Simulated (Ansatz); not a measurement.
The starting structures come from a database of crystals and need not be the phases stable at ambient conditions.

By PBEsol, the system below comes out a metal.

The ballistic (Sharvin) conductance counts the channels at the Fermi level: G/A = (e²/h) × channels of both spins per area.

```xyz
4
Lattice="2.7284 0.0000 0.0000 0.0000 8.2695 0.0000 1.3642 0.0000 2.3628" Properties=species:S:1:pos:R:3 pbc="T T T"
Cu     0.0000     4.1347     0.0000
Cu     2.7284     2.1310     1.5752
Cu     2.7284     6.1385     1.5752
Ge     0.0000     0.0000     0.0000
```

Space group of this cell: P-6m2. The cell is taken as given; by PBEsol its mean pressure is -5.4 GPa.

The current flows along the normal of the first two printed cell vectors, the (100) plane of the conventional cell. No spin-orbit coupling; the value is a mean over 0.1 eV about the Fermi level.

Question: Give the ballistic conductance per area that PBEsol (Ansatz, an electronic-structure program) yields.

Answer: 1.1 × 10¹⁵ S/m² for both spins.
